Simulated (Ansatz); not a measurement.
## Ag under a change: uniaxial strain ε_zz = +0.50 %

Consider Ag in the fcc (Cu type) structure (space group Fm-3m, No. 225; a = 4.0538 Å; relaxed with 0.1 eV smearing). Axes: x, y, z lie along the cube axes.

Now apply this change: uniaxial strain ε_zz = +0.50 %, all other strain components held at zero; the atoms relax in the strained cell.

Computed with PBEsol (Ansatz, a first-principles code, PAW, without spin-orbit coupling). k-mesh 28×28×28 (Γ-centred); smearing 0.1 eV (Fermi–Dirac).

The space group changes from Fm-3m (No. 225) to I4/mmm (No. 139) and the shortest interatomic distance remains 2.866 Å. The energy hardly moves and the band gap is still zero. The stress (xx, yy, zz, yz, xz, xy; compression positive) amounts to (-0.5, -0.5, -0.7, 0.0, 0.0, 0.0) GPa.

Final structure:

```
CELL_PARAMETERS angstrom
      0.00000     2.02691     2.03705
      2.02691     0.00000     2.03705
      2.02691     2.02691     0.00000
ATOMIC_POSITIONS crystal
  Ag 0.00000 0.00000 0.00000
```

Cost of the whole job for the changed cell (relaxation, final SCF and bands): roughly 28 core-seconds.

Stability against distortions was not tested.
